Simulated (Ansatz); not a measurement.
Results of LDA (Ansatz, an electronic-structure program, plane waves, PAW) for LaN (model structure, started from the GeS type, P4/nmm, No. 129, 8 atoms in the cell).

Run with plane-wave cutoff 520 eV, 4×10×8 k mesh (along the axes of the cell as run), Fermi–Dirac smearing 0.01 eV, scalar-relativistic PAW data made under PBE.

Cell (relaxed at this level):

```xyz
8
Lattice="10.4732 0.0000 0.0000 0.0000 3.6785 0.0000 0.0000 0.0000 3.6789" Properties=species:S:1:pos:R:3 pbc="T T T"
La     1.3281     0.9196     0.9197
La     3.9085     2.7589     2.7592
La     9.1451     2.7589     2.7592
La     6.5647     0.9196     0.9197
N      9.0736     0.9196     0.9198
N      6.6362     2.7589    -0.9197
N      1.3996     2.7589     2.7591
N      3.8370     0.9196     4.5986
```

Question: Give the computed bulk modulus.

Answer: 
* **bulk modulus**: 131 GPa

The run finds no gap.

Note: the bulk modulus is −V dP/dV from two relaxed cells at ±2 % in volume; the relaxation could raise the start's symmetry but not lower it, so the cell can be a saddle point.

Spin–orbit coupling is not included; it can open a gap where bands touch, and shift volumes and moduli.

Static lattice: no zero-point or thermal effects.

Computing time: very roughly 5 core-minutes.

A model structure was made by putting elements into a prototype or built by hand; it is no filed structure, need not be a known phase, and can be a saddle point held by its symmetry.
